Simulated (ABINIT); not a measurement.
**A self-consistent single point of Cu4Br3Cl (I4/mmm, 8 atoms in the cell) with ABINIT**

Method: PBEsol, PAW (JTH v2.0 PBE PAW, files made for PBE) (plane waves; ABINIT).

This input was run:

```
# Cu4Br3Cl, JTH v2.0 PBE PAW
pp_dirpath "./"
pseudos "Cu.GGA_PBE-JTH.xml, Br.GGA_PBE-JTH.xml, Cl.GGA_PBE-JTH.xml"
acell 3*1.0 Angstrom
rprim
        -2.6632450000    2.6632450000    5.3130350000
         2.6632450000   -2.6632450000    5.3130350000
         2.6632450000    2.6632450000   -5.3130350000
natom 8
ntypat 3
znucl 29 35 17
typat 1 1 1 1 2 2 2 3
xred
         0.0000000000    0.5000000000    0.5000000000
         0.5000000000    0.0000000000    0.5000000000
         0.2536300000    0.2536300000    0.0000000000
         0.7463700000    0.7463700000    0.0000000000
         0.7500000000    0.2500000000    0.5000000000
         0.2500000000    0.7500000000    0.5000000000
         0.0000000000    0.0000000000    0.0000000000
         0.5000000000    0.5000000000    0.0000000000
ecut 60 Ry
pawecutdg 120 Ry
pawxcdev 0
ixc -116133
occopt 3
tsmear 0.1 eV
nband 65
kptopt 1
ngkpt 4 4 4
nshiftk 1
shiftk 0 0 0
nstep 80
tolvrs 1.0e-11
prtwf 0
prtden 0
enunit 1
```

Log, with long lists cut:

```
 Symmetries : space group I4/m m m (#139); Bravais tI (body-center tetrag.)

 -outvars: echo values of preprocessed input variables --------
            acell      1.8897261329E+00  1.8897261329E+00  1.8897261329E+00 Bohr
             ecut      3.00000000E+01 Hartree
           enunit           1
              ixc     -116133
         kptrlatt        4    0    0      0    4    0      0    0    4
          kptrlen      4.02624294E+01
            natom           8
            nband          65
            ngfft          64      64      64
          ngfftdg          90      90      90
             nkpt          13
            nstep          80
             nsym          16
           ntypat           3
           occopt           3
        pawecutdg      6.00000000E+01 Hartree
         pawxcdev           0
            rprim     -2.6632450000E+00  2.6632450000E+00  5.3130350000E+00
                       2.6632450000E+00 -2.6632450000E+00  5.3130350000E+00
                       2.6632450000E+00  2.6632450000E+00 -5.3130350000E+00
          spgroup         139
           tolvrs      1.00000000E-11
           tsmear      3.67493254E-03 Hartree
            typat      1  1  1  1  2  2  2  3
           useylm           1
             xred      0.0000000000E+00  5.0000000000E-01  5.0000000000E-01
                       5.0000000000E-01  0.0000000000E+00  5.0000000000E-01
                       2.5363000000E-01  2.5363000000E-01  0.0000000000E+00
                       7.4637000000E-01  7.4637000000E-01  0.0000000000E+00
                       7.5000000000E-01  2.5000000000E-01  5.0000000000E-01
                       2.5000000000E-01  7.5000000000E-01  5.0000000000E-01
                       0.0000000000E+00  0.0000000000E+00  0.0000000000E+00
                       5.0000000000E-01  5.0000000000E-01  0.0000000000E+00
            znucl       29.00000   35.00000   17.00000

== DATASET  1 ==================================================================

 Real(R)+Recip(G) space primitive vectors, cartesian coordinates (Bohr,Bohr^-1):
 R(1)= -5.0328037  5.0328037 10.0401811  G(1)=  0.0000000  0.0993482  0.0497999
 R(2)=  5.0328037 -5.0328037 10.0401811  G(2)=  0.0993482  0.0000000  0.0497999
 R(3)=  5.0328037  5.0328037-10.0401811  G(3)=  0.0993482  0.0993482  0.0000000
 Unit cell volume ucvol=  1.0172355E+03 bohr^3
 Angles (23,13,12)=  1.31723890E+02  1.31723890E+02  7.06654643E+01 degrees

 Coarse grid specifications (used for wave-functions):

 getcut: wavevector=  0.0000  0.0000  0.0000  ngfft=  64  64  64
         ecut(hartree)=     30.000   => boxcut(ratio)=   2.10952

 Fine grid specifications (used for densities):

 getcut: wavevector=  0.0000  0.0000  0.0000  ngfft=  90  90  90
         ecut(hartree)=     60.000   => boxcut(ratio)=   2.09724

   2.53205021E+04                                ecore*ucvol(ha*bohr**3)

_setup2: Arith. and geom. avg. npw (full set) are    7982.484    7982.478

--- !BeginCycle
solver: {iscf: 17, nstep: 80, nline: 4, wfoptalg: 10, }
tolerances: {tolvrs: 1.00E-11, }
...

     iter   Etot(hartree)      deltaE(h)  residm     nres2
 ETOT  1  -838.23689670130    -8.382E+02 5.533E+01 9.007E+01
 ETOT  2  -847.39064862951    -9.154E+00 1.331E-01 6.834E+01
 ETOT  3  -847.33556471639     5.508E-02 2.594E-02 1.102E+01
 ETOT  4  -847.32786770481     7.697E-03 9.725E-03 9.873E+00
 ETOT  5  -847.32033184744     7.536E-03 6.495E-03 3.315E+00
 ETOT  6  -847.31912123655     1.211E-03 3.957E-03 1.633E+00
   [... 9 lines left out ...]
 ETOT 16  -847.31761103137     6.889E-11 5.471E-04 8.409E-09
 ETOT 17  -847.31761103137    -7.958E-13 3.269E-04 1.291E-09
 ETOT 18  -847.31761103136     3.752E-12 2.244E-04 4.724E-10
 ETOT 19  -847.31761103134     1.739E-11 1.296E-04 1.421E-10
 ETOT 20  -847.31761103135    -8.981E-12 8.652E-05 7.819E-12

 At SCF step   20       nres2   =  7.82E-12 < tolvrs=  1.00E-11 =>converged.

 Cartesian components of stress tensor (hartree/bohr^3)
  sigma(1 1)=  1.31781550E-04  sigma(3 2)=  0.00000000E+00
  sigma(2 2)=  1.31781550E-04  sigma(3 1)=  0.00000000E+00
  sigma(3 3)=  1.34916617E-04  sigma(2 1)=  0.00000000E+00

 ----iterations are completed or convergence reached----

 reduced coordinates (array xred) for    8 atoms
       0.000000000000      0.500000000000      0.500000000000
       0.500000000000      0.000000000000      0.500000000000
       0.253630000000      0.253630000000      0.000000000000
       0.746370000000      0.746370000000      0.000000000000
       0.750000000000      0.250000000000      0.500000000000
       0.250000000000      0.750000000000      0.500000000000
       0.000000000000      0.000000000000      0.000000000000
       0.500000000000      0.500000000000      0.000000000000
 cartesian forces (eV/Angstrom) at end:
    1     -0.00000000000000    -0.00000000000000    -0.00000000000000
    2     -0.00000000000000    -0.00000000000000    -0.00000000000000
    3     -0.00000000000000    -0.00000000000000     0.09561007025605
    4      0.00000000000000     0.00000000000000    -0.09561007025605
    5     -0.00000000000000    -0.00000000000000    -0.00000000000000
    6     -0.00000000000000    -0.00000000000000    -0.00000000000000
    7     -0.00000000000000    -0.00000000000000    -0.00000000000000
    8     -0.00000000000000    -0.00000000000000    -0.00000000000000
 frms,max,avg= 2.7600250E-02 9.5610070E-02   0.000E+00  0.000E+00  0.000E+00 e/A
 length scales=  1.889726132886  1.889726132886  1.889726132886 bohr
              =  1.000000000000  1.000000000000  1.000000000000 angstroms
 Fermi (or HOMO) energy (eV) =   3.70745   Average Vxc (eV)= -10.44355
 Eigenvalues (   eV  ) for nkpt=  13  k points:
 kpt#   1, nband= 65, wtk=  0.01563, kpt=  0.0000  0.0000  0.0000 (reduced coord)
-107.37305 -107.37303 -107.31248 -107.31247  -64.96103  -64.96103  -64.96078  -64.96078
 -64.93322  -64.93316  -64.90819  -64.90813  -64.90747  -64.90747  -64.86162  -64.86162
 -13.25321  -12.33582  -12.33440  -12.29096   -2.66027   -1.95856   -1.95856   -1.87211
  -1.87211   -1.58791   -1.57601   -0.71794   -0.71794    0.55354    0.56552    0.56552
   1.40929    1.78157    1.78733    1.78733    1.80191    1.80248    1.97109    2.05049
   2.05049    2.09839    2.09839    2.15419    2.16757    2.21488    2.21488    2.23182
   2.24753    2.24815    2.29028    2.34722    3.53457    3.74008    6.20029    6.67240
   9.12925    9.79624    9.87192   10.40418   10.40418   10.91004   10.91004   12.39228
  12.39686
 prteigrs : prtvol=0 or 1, do not print more k-points.

--- !EnergyTerms
comment             : Components of total free energy in Hartree
kinetic             :  6.53940513230152E+01
hartree             :  2.54993306108959E+02
xc                  : -3.35108649056153E+01
Ewald energy        : -4.31435447889306E+02
psp_core            :  2.48914844492905E+01
local_psp           : -6.09296540854894E+02
spherical_terms     : -1.18352362366647E+02
internal            : -8.47316374135198E+02
'-kT*entropy'       : -1.23648733770600E-03
total_energy        : -8.47317610622535E+02
total_energy_eV     : -2.30566847539878E+04
...

-Cartesian components of stress tensor (GPa)         [Pressure= -3.9079E+00 GPa]
- sigma(1 1)=  3.87714642E+00  sigma(3 2)=  0.00000000E+00
- sigma(2 2)=  3.87714642E+00  sigma(3 1)=  0.00000000E+00
- sigma(3 3)=  3.96938323E+00  sigma(2 1)=  0.00000000E+00

 Calculation completed.
```

The run converged in 20 iterations.

The starting cell comes from a database of computed structures (which also holds hypothetical and non-ambient phases and stackings), without a prior relaxation at this level. Spin polarisation is off, so a magnetic state, if there is one, cannot be reached. The potentials were made for another functional than the one used. With a pressure of about -4 GPa the cell is away from its equilibrium volume at this level. The run gives no clean gap (levels at the Fermi energy touch, overlap or are partly filled at this smearing), which alone does not show that the compound is a metal.

Cost on one core of a shared machine: roughly 10 min.
